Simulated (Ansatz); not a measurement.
## TiC, response to strain

Base system: TiC in the rock salt structure (space group Fm-3m, No. 225; a = 4.328 Å; relaxed with 0.1 eV smearing). Axes: x, y, z lie along the cube axes.

Strains are applied to the cell and any free atomic positions relax; under biaxial strain the out-of-plane vector relaxes too.

Level of theory: r2SCAN/PAW in Ansatz (a quantum-chemistry and plane-wave program), no spin-orbit coupling.

```tsv
biaxial strain, plane normal [001], relaxed out of plane (%)	out-of-plane strain (%)
-3	1.57
-2.5	1.30
-2	1.03
-1.5	0.76
-1	?
-0.5	0.25
0	0.00
```

**Question.** Fit ε⊥ = −νε + γε² (strains in %) to the rows shown and predict the withheld row.

**Answer.** Least squares on the printed values gives ν = 0.49 (the biaxial Poisson response) and γ = 0.010 (largest residual 0.00 %); this predicts 0.50 %, and the run gives 0.50 %, in agreement.

No phonon test of stability was made. All final runs are without spin polarisation.
